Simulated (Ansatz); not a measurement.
The structure below was relaxed with PBEsol (Ansatz, a quantum-chemistry and plane-wave program; PAW; 420 eV plane waves; spin-orbit coupling left out), at pressure −1 GPa.

```
CELL_PARAMETERS angstrom
      0.00000     2.87246     2.87246
      2.87246     0.00000     2.87246
      2.87246     2.87246     0.00000
ATOMIC_POSITIONS crystal
  Al 0.25000 0.25000 0.25000
  Al 0.75000 0.75000 0.75000
  Cu 0.50000 0.50000 0.50000
```

Problem. Find the space group and the Wyckoff positions.

Solution. Space group Fm-3m (No. 225); a = 5.7449 Å, b = 5.7449 Å, c = 5.7449 Å, α = 90.00°, β = 90.00°, γ = 90.00°

```
atom  site  symmetry       x       y       z
----  ----  --------  ------  ------  ------
Al      8c      -43m  0.2500  0.2500  0.2500
Cu      4b      m-3m  0.5000  0.5000  0.5000
```

Problem. Describe the coordination.

Solution. The crystal has 12 atoms in its conventional cell. Conventional cell: a = 5.7449 Å, b = 5.7449 Å, c = 5.7449 Å, α = 90.00°, β = 90.00°, γ = 90.00°. Al sees 4 Cu at 2.488 Å and 6 Al at 2.872 Å. Cu has 8 Al at 2.488 Å (cubic). (Neighbours: up to the widest gap in distance over summed covalent radii, below 1.35, at either atom.)

Load acts through the strain it causes; cell and atoms are relaxed under it. No phonon test of stability was made. The final runs are not spin-polarised. The cell was made from Al2Cu (space group Fm-3m, No. 225; a cell from a computed database, its experimental status unchecked) by this change: pressure −1 GPa.
